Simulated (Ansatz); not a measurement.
All values below come from PBE (plane waves to 420 eV, PAW; Ansatz, an electronic-structure program).

Plane-averaged electrostatic potential energy along the normal, in eV from the Fermi level, for a constructed model of the (0001) surface of hcp Ru, a layer of Au in place of the second plane (bottom of the slab: a bare face, its two planes held):

(z (Å), V (eV)): (3.94, 5.04); (4.22, 5.04); (4.50, 5.04); (4.78, 5.03); (5.06, 5.02); (5.34, 5.00); (5.62, 4.95); (5.91, 4.85); (6.19, 4.66); (6.47, 4.25); (6.75, 3.43); (7.03, 1.75); (7.31, -1.96); (7.59, -10.90); (7.88, -21.99); (8.16, -27.84); (8.44, -24.37); (8.72, -14.10); (9.00, -4.41); (9.28, -1.62); (9.56, -5.38); (9.84, -15.67); (10.12, -25.51); (10.41, -28.02); (10.69, -21.48); (10.97, -10.40); (11.25, -2.87); (11.53, -2.44); (11.81, -8.95); (12.09, -20.04); (12.38, -27.66); (12.66, -26.50); (12.94, -17.39); (13.22, -6.80); (13.50, -2.43); (13.78, -5.47); (14.06, -15.43); (14.34, -25.26); (14.62, -27.86); (14.91, -21.36); (15.19, -10.24); (15.47, -2.04); (15.75, 0.35); (16.03, -1.00); (16.31, -7.55); (16.59, -15.38); (16.88, -19.52); (17.16, -19.48); (17.44, -15.26); (17.72, -7.39); (18.00, -0.99); (18.28, 0.04); (18.56, -3.43); (18.84, -13.11); (19.12, -23.64); (19.41, -27.76); (19.69, -22.64); (19.97, -11.68); (20.25, -2.20); (20.53, 1.90); (20.81, 3.72); (21.09, 4.60); (21.38, 5.02); (21.66, 5.23); (21.94, 5.32); (22.22, 5.37); (22.50, 5.39); (22.78, 5.41); (23.06, 5.41); (23.34, 5.41); (23.62, 5.41)

Slab: 6 atoms, 10.6 Å thick at the start with caps and adatoms (thin: gaps and levels are the slab's own); k 16x16x1, smearing 0.1 eV, dipole-corrected; 2 atoms held, the rest relaxed; start symmetry kept, larger cells not searched; no spin, no spin-orbit, no U. In PBE it lies 0.43 eV a 1x1 cell over the lowest computed structure of the same composition (a layer of Au in place of the third plane).

Q: The surface cell has an area of 6.41 Å². What dipole along the normal does the step between the two vacuum levels imply?

A: the top vacuum level lies 0.37 eV above the bottom one; p = −ε₀ A ΔV (ε₀ = 0.005526 e/(V·Å)) gives -0.01 e·Å a cell.
